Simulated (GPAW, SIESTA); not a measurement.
A SIESTA input for a self-consistent single point of TlBi2 (P6/mmm, 3 atoms in the cell) (DFT, GGA PBEsol, numerical atomic orbitals TZP, PseudoDojo PBEsol standard norm-conserving potentials (rewritten from UPF to PSML)):

```
# files in the folder: Tl.psml Bi.psml (PseudoDojo PBEsol standard)
SystemName  TlBi2
SystemLabel tlbi2

NumberOfAtoms                3
NumberOfSpecies              2
%block ChemicalSpeciesLabel
  1 81 Tl
  2 83 Bi
%endblock ChemicalSpeciesLabel
LatticeConstant              1.0 Bohr
%block LatticeVectors
    10.787803939    0.000000000    0.000000000
    -5.393901969    9.342513053    0.000000000
     0.000000000    0.000000000    6.413276933
%endblock LatticeVectors
AtomicCoordinatesFormat      Fractional
%block AtomicCoordinatesAndAtomicSpecies
     0.000000000    0.000000000    0.000000000  1
     0.666667000    0.333333000    0.500000000  2
     0.333333000    0.666667000    0.500000000  2
%endblock AtomicCoordinatesAndAtomicSpecies

XC.functional                GGA
XC.authors                   PBEsol
PAO.BasisSize                TZP
PAO.EnergyShift              0.01 Ry
MeshCutoff                   400 Ry
%block kgrid.MonkhorstPack
    6   0   0  0.0
    0   6   0  0.0
    0   0   8  0.0
%endblock kgrid.MonkhorstPack
OccupationFunction           MP
OccupationMPOrder            0
ElectronicTemperature        1578.21 K

MaxSCFIterations             150
SCF.Mixer.Method             Pulay
SCF.Mixer.Weight             0.1
SCF.Mixer.History            6
SCF.DM.Tolerance             1.0E-04
Diag.ParallelOverK           true
WriteForces                  true
```

### Question
Write the same calculation as an input for GPAW.

### Answer
One input that does it (others would too):

```python
from ase import Atoms
from ase.units import GPa
from gpaw import GPAW, PW

atoms = Atoms(['Tl', 'Bi', 'Bi'],
              cell=[[5.708660, 0.000000, 0.000000],
                    [-2.854330, 4.943845, 0.000000],
                    [0.000000, 0.000000, 3.393760]],
              scaled_positions=[[0.000000, 0.000000, 0.000000],
                                [0.666667, 0.333333, 0.500000],
                                [0.333333, 0.666667, 0.500000]],
              pbc=True)

calc = GPAW(mode=PW(600),
            xc='PBEsol',
            kpts={'size': (6, 6, 8), 'gamma': True},
            occupations={'name': 'methfessel-paxton', 'width': 0.136, 'order': 0},
            nbands=-9,
            convergence={'density': 1e-05},
            symmetry={'symmorphic': False, 'tolerance': 0.0005},
            maxiter=120,
            txt='-')

atoms.calc = calc

energy = atoms.get_potential_energy()
print('Energy (eV):', round(energy, 6))
forces = atoms.get_forces()
print('Forces (eV/Ang):')
print(forces.round(5))
stress = atoms.get_stress()
print('Stress (GPa, Voigt):', (stress / GPa).round(4))
```

Basis, cutoffs, solver keys and any potentials are the target program's own. This input uses DFT PBEsol, plane waves, GPAW PAW datasets PBEsol (made by gpaw-setup). Both were run: pressure -1.84 GPa in SIESTA and -2.05 in GPAW.

On SIESTA: the starting cell comes from a database of computed structures (which also holds hypothetical and non-ambient phases and stackings), without a prior relaxation at this level. Values carry the incompleteness of an atom-centred basis.

On GPAW: the starting cell comes from a database of computed structures (which also holds hypothetical and non-ambient phases and stackings), without a prior relaxation at this level.
